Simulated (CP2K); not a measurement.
Worked example: self-consistent single point of ScZnPd (Cmcm, 6 atoms in the cell) in CP2K.

Method of the run: LDA (Pade form), GPW, DZVP-MOLOPT-SR-GTH basis, GTH-PADE potentials (GTH_POTENTIALS) (CP2K).

```xyz
6
Lattice="5.0389 0.0000 0.0000 -3.2101 3.8840 0.0000 0.0000 0.0000 5.2514" Properties=species:S:1:pos:R:3 pbc="T T T"
Sc     2.6205     1.1387     3.9385
Sc    -0.7918     2.7454     1.3128
Zn     0.0000     0.0000     0.0000
Zn     0.0000     0.0000     2.6257
Pd     0.1187     2.3167     3.9385
Pd     1.7101     1.5674     1.3128
```

Reference input (self-consistent single point, DFT PBEsol, GPW, DZVP-MOLOPT-SR-GTH basis, GTH-PBE potentials (GTH_POTENTIALS)): CUTOFF = 600 Ry; REL_CUTOFF = 50 Ry; SMEAR/METHOD = GAUSSIAN; SIGMA = 0.05 eV; KPOINTS/SCHEME = MONKHORST-PACK 5 5 4; GAMMA_CENTERED = T; XC_FUNCTIONAL = PBE:PBESOL; Sc/BASIS_SET = DZVP-MOLOPT-SR-GTH-q11; Sc/POTENTIAL = GTH-PBE-q11; Zn/BASIS_SET = DZVP-MOLOPT-SR-GTH-q12; Zn/POTENTIAL = GTH-PBE-q12; Pd/BASIS_SET = DZVP-MOLOPT-SR-GTH-q18. This run's input differs from it in these lines:

```diff
@@ -44,6 +44,3 @@
     &XC
-      &XC_FUNCTIONAL
-        &PBE
-          PARAMETRIZATION PBESOL
-        &END PBE
+      &XC_FUNCTIONAL PADE
       &END XC_FUNCTIONAL
@@ -83,3 +80,3 @@
       BASIS_SET DZVP-MOLOPT-SR-GTH-q11
-      POTENTIAL GTH-PBE-q11
+      POTENTIAL GTH-PADE-q11
     &END KIND
@@ -87,3 +84,3 @@
       BASIS_SET DZVP-MOLOPT-SR-GTH-q12
-      POTENTIAL GTH-PBE-q12
+      POTENTIAL GTH-PADE-q12
     &END KIND
@@ -91,3 +88,3 @@
       BASIS_SET DZVP-MOLOPT-SR-GTH-q18
-      POTENTIAL GTH-PBE-q18
+      POTENTIAL GTH-PADE-q18
     &END KIND
```

Log, with long lists cut:

```
 SCF WAVEFUNCTION OPTIMIZATION

  Step     Update method      Time    Convergence         Total energy    Change
     1 NoMix/Diag. 0.30E+00      -     1.57269064      -469.3636133563 -4.69E+02
     2 Broy./Diag. 0.30E+00      -     0.68508035      -479.2966675236 -9.93E+00
     3 Broy./Diag. 0.30E+00      -     0.06465976      -467.6552356085  1.16E+01
     4 Broy./Diag. 0.30E+00      -     0.05862926      -468.5357722012 -8.81E-01
     5 Broy./Diag. 0.30E+00      -     0.03673542      -468.7198105460 -1.84E-01
     6 Broy./Diag. 0.30E+00      -     0.00778555      -468.0112299846  7.09E-01
   [... 4 lines left out ...]
    11 Broy./Diag. 0.30E+00      -     0.00001077      -468.2137927783 -4.94E-03
    12 Broy./Diag. 0.30E+00      -     0.00001251      -468.2137523126  4.05E-05
    13 Broy./Diag. 0.30E+00      -     0.00000637      -468.2135864423  1.66E-04
    14 Broy./Diag. 0.30E+00      -     0.00000068      -468.2135046894  8.18E-05
  *** SCF run converged in    14 steps ***

  Overlap energy of the core charge distribution:               0.00000000035338
  Self energy of the core charge distribution:               -782.46469277193034
  Core Hamiltonian energy:                                    199.75907364710659
  Hartree energy:                                             168.99143955778828
  Exchange-correlation energy:                                -54.49914789133730
  Smearing free energy correction:                             -0.00017723206217
  Fermi energy:                                                 0.35502265338934

  Total energy:                                              -468.21350468938215
  Total energy (extrapolated to sigma->0):                   -468.21341607335108

   [... lines left out ...]

 STRESS| Analytical stress tensor [bar]
 STRESS|                        x                   y                   z
 STRESS|      x       -7.57429549216E+04  -5.56478106941E+03   3.22831755520E-01
 STRESS|      y       -5.56478106941E+03  -8.49417290520E+04  -1.80498955200E-01
 STRESS|      z        3.22831755520E-01  -1.80498955200E-01  -7.77732797526E+04
 STRESS| 1/3 Trace                                            -7.94859879087E+04
```

The run converged in 14 iterations. Against the reference run the pressure goes from -2.51 to -7.95 GPa and the largest force hardly changes (0.097 to 0.099 eV/Å).

The starting cell comes from a database of computed structures (which also holds hypothetical and non-ambient phases and stackings), without a prior relaxation at this level. Spin polarisation is off. Values carry the incompleteness of an atom-centred basis. With a pressure of about -8 GPa the cell is away from its equilibrium volume at this level.

Cost on one core of a shared machine: roughly 80 s.
